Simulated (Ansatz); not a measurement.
## AlB2-type MgB₂

Computed with RPBE (Ansatz, a quantum-chemistry and plane-wave program, PAW).

Run with plane-wave cutoff 520 eV, 24×24×18 k mesh (along the axes of the cell as run), Fermi–Dirac smearing 0.083 eV (set by the program), scalar-relativistic PAW data made under PBE.

Cell (relaxed at this level):

Space group P6/mmm (No. 191); a = b = 3.0950 Å, c = 3.5620 Å, α = β = 90.00°, γ = 120.00°

| atom | site | symmetry | x | y | z |
|---|---|---|---|---|---|
| Mg | 1a | 6/mmm | 0.0000 | 0.0000 | 0.0000 |
| B | 2d | -6m2 | 0.3333 | 0.6667 | 0.5000 |

```json
{
  "elastic constant C11": "413 GPa",
  "elastic constant C12": "54.2 GPa",
  "elastic constant C13": "29.9 GPa",
  "elastic constant C33": "257 GPa",
  "elastic constant C44": "67.6 GPa",
  "elastic constant C66": "179 GPa",
  "Voigt–Reuss–Hill bulk modulus": "141 GPa",
  "Voigt–Reuss–Hill shear modulus (Hill average)": "116 GPa",
  "young_modulus": "273 GPa",
  "poisson_ratio": "0.179"
}
```

Elastic constants are with the ions relaxed.
